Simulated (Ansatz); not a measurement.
Consider CsPbBr3 in the cubic perovskite structure (space group Pm-3m, No. 221).

```
CsPbBr3
1.0
    5.87207     0.00000     0.00000
    0.00000     5.87207     0.00000
    0.00000     0.00000     5.87207
Cs Pb Br
1 1 3
Direct
  0.00000   0.00000   0.00000
  0.50000   0.50000   0.50000
  0.50000   0.00000   0.50000
  0.00000   0.50000   0.50000
  0.50000   0.50000   0.00000
```

Cartesian axes are those of the cell as printed.

Level of theory: PBEsol in Ansatz (plane waves to 420 eV, PAW, spin-orbit coupling left out).

For the base:

The hole mass is 0.13 mₑ (at R).

The change: biaxial strain −2.50 %, plane normal [111], relaxed out of plane (Cartesian); in-plane vectors clamped, the third vector and the atoms free.

Q: How does this affect the in-plane stress?

A: The mean in-plane stress (compression positive) amounts to +0.5 GPa.

Q: How does this affect the hole mass?

A: The hole mass becomes 0.12 mₑ along k, 0.13 mₑ across (at R) (base: 0.13 mₑ (at R)).

Spin-orbit coupling, missing from the scalar runs, can matter with Pb. The levels and masses belong to the bands next to the band gap. Masses are band curvatures over ±0.01 Å⁻¹ around the edge. Along k means along the line from Γ to the band edge. No phonon test of stability was made. Many cubic perovskites are stable only at high temperature; tilts and polar distortions were not tested. This is not the structure that CsPbBr3 has at room temperature and ambient pressure.

Ansatz is a first-principles code.
